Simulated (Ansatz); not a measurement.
SnO₂ (model structure, started from the polar ZrO2 type, Pbcn, No. 60, 12 atoms in the cell), treated with LDA (Ansatz, a program for electronic structure, PAW).

Settings: plane-wave cutoff 520 eV, 6×8×8 k mesh (along the axes of the cell as run), Fermi–Dirac smearing 0.01 eV, scalar-relativistic PAW data made under PBE.

Cell (relaxed at this level):

```cif
data_O8Sn4
_chemical_formula_sum 'Sn4 O8'
_space_group_name_H-M_alt 'Pbcn'
_space_group_IT_number 60
_space_group_name_Hall '-P 2n 2ab'
_cell_length_a 4.70366
_cell_length_b 5.69504
_cell_length_c 5.20430
_cell_angle_alpha 90.000
_cell_angle_beta 90.000
_cell_angle_gamma 90.000
loop_
_space_group_symop_operation_xyz
  'x, y, z'
  '-x, -y, -z'
  '-x+1/2, -y+1/2, z+1/2'
  'x+1/2, y+1/2, -z+1/2'
  'x+1/2, -y+1/2, -z'
  '-x+1/2, y+1/2, z'
  '-x, y, -z+1/2'
  'x, -y, z+1/2'
loop_
_atom_site_label
_atom_site_type_symbol
_atom_site_symmetry_multiplicity
_atom_site_Wyckoff_symbol
_atom_site_fract_x
_atom_site_fract_y
_atom_site_fract_z
_atom_site_occupancy
Sn1 Sn 4 c 0.00000 0.66731 0.25000 1
O1 O 8 d 0.23099 0.39508 0.42234 1
```

**Question.** What does this level give for the band gap?

**Answer.** 
- band gap = 1.50 eV

Note: the relaxation could raise the start's symmetry but not lower it, so the cell can be a saddle point.

Spin–orbit coupling is not included.

Static lattice: no zero-point or thermal effects.

A model structure was made by putting elements into a prototype or built by hand; it is no filed structure, need not be a known phase, and can be a saddle point held by its symmetry.
